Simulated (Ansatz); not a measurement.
Worked example: self-consistent single point of Y2CuTe4 (Fd-3m, 14 atoms in the cell) in Ansatz (a quantum-chemistry and plane-wave program).

Method of the run: PBE (plane waves, PAW; Ansatz).

```xyz
14
Lattice="0.0000 6.0516 6.0516 6.0516 0.0000 6.0516 6.0516 6.0516 0.0000" Properties=species:S:1:pos:R:3 pbc="T T T"
Y      1.5129     1.5129     1.5129
Y      1.5129     4.5387     4.5387
Y      4.5387     1.5129     4.5387
Y      4.5387     4.5387     1.5129
Cu     9.0774     9.0774     9.0774
Cu     6.0516     6.0516     6.0516
Te     4.3886     4.3886     4.3886
Te     4.3886     7.7146     7.7146
Te     7.7146     4.3886     7.7146
Te     7.7146     7.7146     4.3886
Te    10.7404    10.7404    10.7404
Te    10.7404     7.4145     7.4145
Te     7.4145    10.7404     7.4145
Te     7.4145     7.4145    10.7404
```

Reference input (self-consistent single point, DFT, PBE, plane waves, default PAW files): basis.ecutwfc = 420 eV; kpoints.mp_grid.grid = 3 3 3; hamiltonian.xc = pbe; hamiltonian.pseudopotentials = {kind: paw} (the program's default PAW files); scf.occupations.method = gaussian; scf.occupations.width = 0.2 eV. This run's input differs from it in these lines:

Ansatz 0.2 input:
```diff
@@ -21,3 +21,3 @@
 basis:
-  ecutwfc: 420.0
+  ecutwfc: 735.0
 kpoints:
```

Output (repeated stretches shortened):

```
SCF iter   1: F=—  HF=-84495.063028 eV  |F-HF|=—  |Δ(HF+E_count)|=         —  Δρ=1.93e-3  dr2=2.22e-2  ethr=1.77e-3  ⟨swp⟩=6.2  Hψ=1852  notcnv=0
all-band conjugate gradients solve this SCF's bands
preconditioner: auto → LDOS
SCF iter   2: F=—  HF=-84495.063944 eV  |F-HF|=—  |Δ(HF+E_count)|=   9.16e-4  Δρ=1.00e-3  dr2=8.77e-3  ethr=1.06e-5  ⟨swp⟩=2.5  Hψ=966  notcnv=0
   [... lines left out ...]
SCF iter   5: F=—  HF=-84495.062524 eV  |F-HF|=—  |Δ(HF+E_count)|=   6.06e-5  Δρ=6.52e-5  dr2=1.67e-5  ethr=6.16e-8  ⟨swp⟩=2.0  Hψ=819  notcnv=0
SCF iter   6: F=—  HF=-84495.062870 eV  |F-HF|=—  |Δ(HF+E_count)|=   3.47e-4  Δρ=1.53e-5  dr2=1.08e-6  ethr=7.98e-9  ⟨swp⟩=2.0  Hψ=543  notcnv=0
SCF iter   7: F=—  HF=-84495.062870 eV  |F-HF|=—  |Δ(HF+E_count)|=   2.29e-7  Δρ=7.59e-6  dr2=2.77e-7  ethr=5.14e-10  ⟨swp⟩=2.0  Hψ=867  notcnv=0
SCF iter   8: F=-84495.062870 eV  HF=-84495.062870 eV  |F-HF|=1.42e-8  |Δ(HF+E_count)|=   4.54e-9  Δρ=2.15e-6  dr2=1.85e-8  ethr=4.76e-11  ⟨swp⟩=10.5  Hψ=2307  notcnv=0
SCF 1 converged in 8 iterations: F = -84495.062870 eV  dr2 = 1.85e-8
Free energy (F): -84495.062870 eV
Internal energy: -84494.948972 eV  (E = F + TS)
E sigma→0 (E₀):  -84495.005921 eV
Entropy (-TS):   -0.113898 eV (-8.136 meV/atom)
Fermi energy:    7.851440 eV
--- Forces (eV/Å), atoms counted from 1 ---
  atom   1  Y      0.00000000     0.00000000    -0.00000000
  atom   2  Y      0.00000000    -0.00000000     0.00000000
  atom   3  Y      0.00000000    -0.00000000    -0.00000000
  atom   4  Y      0.00000000    -0.00000000    -0.00000000
  atom   5  Cu     0.00000000     0.00000000     0.00000000
  atom   6  Cu     0.00000000     0.00000000    -0.00000000
  atom   7  Te     1.53099803     1.53099803     1.53099803
  atom   8  Te     1.53099803    -1.53099803    -1.53099803
   [... lines left out ...]
  atom  14  Te     1.53099803     1.53099803    -1.53099803
--- Stress (GPa, compression-positive) ---
        6.903677      -0.000000      -0.000000
       -0.000000       6.903677       0.000000
        0.000000       0.000000       6.903677
  P = ⅓ Tr σ = 6.9037 GPa (69.037 kbar)
  The stress holds the Pulay correction. Without it, at fixed plane waves, as pw.x and ABINIT print it: P = 6.9030 GPa
```

The run converged in 8 iterations. Against the reference run the free energy falls by 1.1 meV/atom, the pressure moves little (6.91 to 6.90 GPa) and the largest force stays at 2.652 eV/Å.

The starting cell was generated: these elements placed on a structure prototype, without a prior relaxation; it need not be a known phase or ordering of this composition. Spin-orbit coupling is off. Spin polarisation is off. Forces in this geometry exceed 1 eV/Å. Ansatz's pressure includes its estimate of the finite-basis (Pulay) stress.

Cost on one core of a shared machine: roughly 40 s.
